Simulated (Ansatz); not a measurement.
# BaZrO3, pressure series

The parent structure is BaZrO3 in the cubic perovskite structure (space group Pm-3m, No. 221; a = 4.2272 Å).

Cell and atoms are relaxed at each pressure.

Level of theory: Kohn–Sham DFT with the PBE functional, run in Ansatz (a quantum-chemistry and plane-wave program) with PAW and 420 eV plane waves, no spin-orbit coupling.

Candidates:
(a) pressure 100 GPa
(b) pressure 15 GPa
(c) pressure 75 GPa
(d) pressure 3 GPa

Before the change:

```
Quantity    Value
--------  -------
Band gap  3.18 eV
```

Q: Order them by band gap, highest first.

A: (b) pressure 15 GPa (3.37 eV), (c) pressure 75 GPa (3.31 eV), (d) pressure 3 GPa (3.23 eV), (a) pressure 100 GPa (3.13 eV)

Load acts through the strain it causes; cell and atoms are relaxed under it. Stability against distortions was not tested. Competing high-pressure phases were not computed.
